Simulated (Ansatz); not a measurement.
Electronic density of states of amorphous Ru$_{40}$P$_{10}$, density 10.40 g/cm³, on a 2×2×2 Γ-centred mesh with a Gaussian width of 0.1 eV; energies count from the Fermi level. Cell and mesh are small, so fine structure isn't converged. Level of theory: PBE, scalar-relativistic without spin-orbit coupling (plane waves to 420 eV, PAW; Ansatz, a quantum-chemistry and plane-wave program). Sampling: a 2×2×2 Γ-centred mesh; Fermi-Dirac width 0.1 eV; no spin polarisation.

It comes from a melt-quench run on a machine-learned potential (CHGNet), relaxed afterwards by DFT. The hot cell started wider than the set density and was brought back towards it in steps. It is the lowest in DFT energy of 3 quenches. It is a model cell: composition and starting density were chosen by hand, and all elements were melted together. No dispersion term was used. Its density started from a set value of 10.63 and ended at 10.40 g/cm³. Cooling (nominally 310 K/ps over its main leg) ran many orders faster than in experiment, which tends to leave more defects and strain. One small periodic cell is one sample of the glass; other quenches scatter about these values. Volume and shape were free in the relaxation. On a 2×2×2 Γ-centred mesh force components of up to 0.24 eV/Å stay, since the relaxation ran on one k-point at (1/4, 1/4, 1/4).

(E - EF (eV), states/(eV atom)): (-12.00, 0.31); (-11.90, 0.41); (-11.80, 0.44); (-11.70, 0.26); (-11.60, 0.15); (-11.50, 0.21); (-11.40, 0.10); (-11.30, 0.01); (-11.20, 0.00); (-11.10, 0.00); (-11.00, 0.00); (-10.90, 0.00); (-10.80, 0.00); (-10.70, 0.00); (-10.60, 0.00); (-10.50, 0.00); (-10.40, 0.00); (-10.30, 0.00); (-10.20, 0.00); (-10.10, 0.00); (-10.00, 0.00); (-9.90, 0.00); (-9.80, 0.00); (-9.70, 0.00); (-9.60, 0.00); (-9.50, 0.00); (-9.40, 0.00); (-9.30, 0.00); (-9.20, 0.00); (-9.10, 0.00); (-9.00, 0.00); (-8.90, 0.00); (-8.80, 0.00); (-8.70, 0.00); (-8.60, 0.00); (-8.50, 0.00); (-8.40, 0.00); (-8.30, 0.00); (-8.20, 0.00); (-8.10, 0.00); (-8.00, 0.00); (-7.90, 0.00); (-7.80, 0.00); (-7.70, 0.01); (-7.60, 0.06); (-7.50, 0.16); (-7.40, 0.26); (-7.30, 0.32); (-7.20, 0.38); (-7.10, 0.39); (-7.00, 0.42); (-6.90, 0.55); (-6.80, 0.58); (-6.70, 0.53); (-6.60, 0.56); (-6.50, 0.61); (-6.40, 0.62); (-6.30, 0.56); (-6.20, 0.56); (-6.10, 0.65); (-6.00, 0.68); (-5.90, 0.64); (-5.80, 0.58); (-5.70, 0.51); (-5.60, 0.53); (-5.50, 0.59); (-5.40, 0.63); (-5.30, 0.65); (-5.20, 0.70); (-5.10, 0.83); (-5.00, 0.89); (-4.90, 0.96); (-4.80, 1.08); (-4.70, 1.05); (-4.60, 1.10); (-4.50, 1.15); (-4.40, 1.16); (-4.30, 1.19); (-4.20, 1.20); (-4.10, 1.14); (-4.00, 1.09); (-3.90, 1.13); (-3.80, 1.16); (-3.70, 1.19); (-3.60, 1.12); (-3.50, 1.14); (-3.40, 1.21); (-3.30, 1.18); (-3.20, 1.19); (-3.10, 1.14); (-3.00, 1.19); (-2.90, 1.29); (-2.80, 1.28); (-2.70, 1.27); (-2.60, 1.21); (-2.50, 1.24); (-2.40, 1.27); (-2.30, 1.27); (-2.20, 1.18); (-2.10, 1.17); (-2.00, 1.19); (-1.90, 1.19); (-1.80, 1.16); (-1.70, 1.15); (-1.60, 1.18); (-1.50, 1.13); (-1.40, 1.13); (-1.30, 1.13); (-1.20, 1.11); (-1.10, 1.12); (-1.00, 1.06); (-0.90, 1.06); (-0.80, 1.07); (-0.70, 0.98); (-0.60, 0.92); (-0.50, 0.93); (-0.40, 0.90); (-0.30, 0.88); (-0.20, 0.88); (-0.10, 0.91); (0.00, 0.93); (0.10, 1.01); (0.20, 1.07); (0.30, 1.04); (0.40, 1.04); (0.50, 1.07); (0.60, 1.08); (0.70, 1.13); (0.80, 1.20); (0.90, 1.15); (1.00, 1.06); (1.10, 1.08); (1.20, 1.00); (1.30, 0.85); (1.40, 0.80); (1.50, 0.72); (1.60, 0.63); (1.70, 0.48); (1.80, 0.46); (1.90, 0.53); (2.00, 0.52); (2.10, 0.45); (2.20, 0.41); (2.30, 0.43); (2.40, 0.45); (2.50, 0.44)
